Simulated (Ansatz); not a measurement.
The parent structure is PdGe (space group Pnma, No. 62; a = 5.7781 Å, b = 3.5629 Å, c = 6.2795 Å). Axes: x, y, z lie along a, b, c of the conventional cell.

Level of theory: Ansatz (a quantum-chemistry and plane-wave program) r2SCAN, scalar-relativistic without spin-orbit coupling, earlier PAW set.

For the base:

```
Quantity                         Value
-----------------------------  -------
Pressure                       0.0 GPa
Shortest interatomic distance  2.495 Å
Band gap                          zero
```

Now apply this change: compressive biaxial strain of 2.33 % in the plane normal to [001], as in epitaxy on a mismatched substrate; the out-of-plane cell vector and the atoms relax.

What happens to the pressure?

The pressure (mean of the normal stresses, compression positive) goes from zero to 2.9 GPa.

Predict the new shortest interatomic distance.

The shortest interatomic distance shrinks by 0.012 Å (2.495 Å → 2.483 Å).

Estimate the effect on the band gap.

The band gap remains zero.

Without a gap, meshes like the base's 8×13×8 leave anisotropic stresses uncertain by several tenths of a GPa, and small strain energies with them. Whether these cells are dynamically stable was not tested. All final runs are without spin polarisation.
